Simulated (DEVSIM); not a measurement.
Device: abrupt Si n-p junction, at 250 K.

Layer 1 from the left is Si, thickness (μm) 1.00, Nd (cm⁻³) 3.1e18, τn (s) 0.00082, τp (s) 0.00082. Layer 2 from the left is Si, thickness (μm) 7.90, Na (cm⁻³) 2.2e16, τn (s) 0.00082, τp (s) 0.00082.

Left contact: ohmic. Right contact: ohmic. Voltage is applied to the left contact. Recombination: SRH at mid-gap, Auger. Mobility is μmin + (μ − μmin)/(1 + (N/Nref)^α).

The device is made up for the run: typed textbook-type constants, with dimensions and the other settings drawn at random. Values at 300 K; Nc and Nv go as T^1.5, mobilities as T to minus their exponent, the gap by Varshni's rule with the affinity fixed.

Si: gap (eV) 1.124, affinity (eV) 4.05, permittivity 11.7, Nc (cm⁻³) 2.86e19, Nv (cm⁻³) 3.1e19, μn (cm²/Vs) 1417, μp (cm²/Vs) 470, μn,min 52, μp,min 45, Nref,n 9.7e16, Nref,p 2.2e17, αn 0.68, αp 0.72, T exponent of μn 2.3, T exponent of μp 2.2, Cn (cm⁶/s) 2.8e-31, Cp (cm⁶/s) 9.9e-32, Varshni α (eV/K) 0.000473, Varshni β (K) 636.

Estimate by hand the built-in potential, the peak field at zero bias, the capacitance at 0.6 V, and compare with a numerical solution.


- Built-in potential: ni = √(Nc Nv) exp(−Eg/2kT) = 8.01e7 cm⁻³ with Eg = 1.136 eV; Vbi = kT/q ln(Na Nd/ni²) = 0.944 V; numerical 0.944 V.
- Peak field at zero bias: depletion approximation: W = √(2εVbi/(qN)) = 0.236 μm with N = 2.18e16 cm⁻³; field = 2Vbi/W = 79900 V/cm; numerical 109000 V/cm (estimate below by 27 %).
- Capacitance at 0.6 V: C = √(qεN / 2(Vbi + |V|)) = 34.3 nF/cm²; numerical 34.9 nF/cm² (estimate below by 1.9 %).

DEVSIM, 1D drift-diffusion, Boltzmann statistics, complete ionisation; no tunnelling, impact ionisation, image-force lowering or self-heating.
